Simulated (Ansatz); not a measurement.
## Computed paths: interstitial Cu in rock-salt MgO, charge state +1

Defect migration in rock-salt MgO: interstitial Cu, charge state +1. Level of theory: PBE, PAW (plane waves to 420 eV; Ansatz, a first-principles code).

Settings: 64 host sites, the relaxed PBE lattice, the Γ point alone, smearing 0.01 eV, spin-restricted, no image-charge correction. Energies are static. The charge state is imposed; whether it is stable for some Fermi level was not computed. Sites that were not tried may lie lower.

Barriers: single points on a 2×2×2 k-point mesh shifted by half a step at the bands' geometries.

| Route | Start site over the lowest site run (eV) | Hop (Å) | Forward barrier (eV) | Backward barrier (eV) | Neighbours at the start | Neighbours at the saddle | Saddle order | Forward, on the band's own sampling (eV) |
|---|---|---|---|---|---|---|---|---|
| a concerted move, in which Cu travels most | 0.00 | 2.11 | 0.32 | 0.32 | 4 Mg at 2.21; 3 O at 1.97, O at 1.98 Å | 2 Mg at 2.10; 2 O at 1.77 Å | first order | 0.29 |

Paths come from climbing-image nudged elastic band runs.   A further band (a concerted move, in which Cu travels most, 3.00 Å) gave 0.29 eV forward on its own sampling, 0.29 eV above the lowest site run, but a shoulder points to a second hump between its images, so it is not taken as a result.
